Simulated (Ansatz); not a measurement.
The starting structures come from a database of crystals and need not be the phases stable at ambient conditions.

 Where the default PAW files enter, the runs use the earlier of Ansatz's two default sets.

The decay constant κ of evanescent states in the gap governs leakage through a thin film.

Input:

```
CELL_PARAMETERS angstrom
      5.48661     0.00000     0.00000
     -2.74331     4.75154     0.00000
      2.74330     1.58385     4.76490
ATOMIC_POSITIONS crystal
  Zn 0.26908 0.63454 0.09638
  Zn 0.73092 0.36546 0.90362
  Sn 0.70009 0.85004 0.44987
  Sn 0.29991 0.14996 0.55013
  O  0.50426 0.55425 0.25559
  O  0.49574 0.44575 0.74441
  O  0.19016 0.95001 0.25559
  O  0.80984 0.04999 0.74441
  O  0.79440 0.24015 0.25559
  O  0.20560 0.75985 0.74441
```

Space group of this cell: R-3. The cell is strained (lengths across the current scaled by 1.02, ions clamped); by PBEsol its mean pressure is -12.8 GPa.

Transport runs along the normal of the first two printed cell vectors, the (001) (indices of the unstrained crystal) plane of the conventional cell.

The gap is the functional's own. No spin-orbit coupling. Mid-gap values are interpolated on the energy grid.

**Question.** Give the band gap and the smallest decay constant κ at mid-gap that PBEsol (Ansatz, a first-principles code) yields.

**Answer.** Gap 0.90 eV on a 8×8×8 mesh; κ = 0.103 1/Å, at the zone centre.
